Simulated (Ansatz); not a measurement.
## The (10-10) surface of beta Si3N4 in its 1x1 cell (cut with top plane Si, bottom plane Si), relaxed from an ideal cut (the real face may reconstruct), outermost plane spacing 0.37 Å in the ideal cut (one of several cuts of this face), with 1.5 Si a cell over the bulk's ratio

Level of theory: PBE (plane waves to 420 eV, PAW; Ansatz, an electronic-structure program).

Slab: 26 atoms, N14Si12, 11.0 Å thick at the start; k 9x4x1, smearing 0.025 eV, dipole-corrected; all atoms relaxed; symmetry of the start imposed; no spin (no spin-polarised run to compare, though such a face may carry moments), no spin-orbit, no U. The slab shows no gap over 0.04 eV on its mesh.

```
Property                                        Value
-----------------------------  ----------------------
work function of the top face                 4.78 eV
energy released by relaxation                 0.22 eV
cost                           roughly 9 core-minutes
```
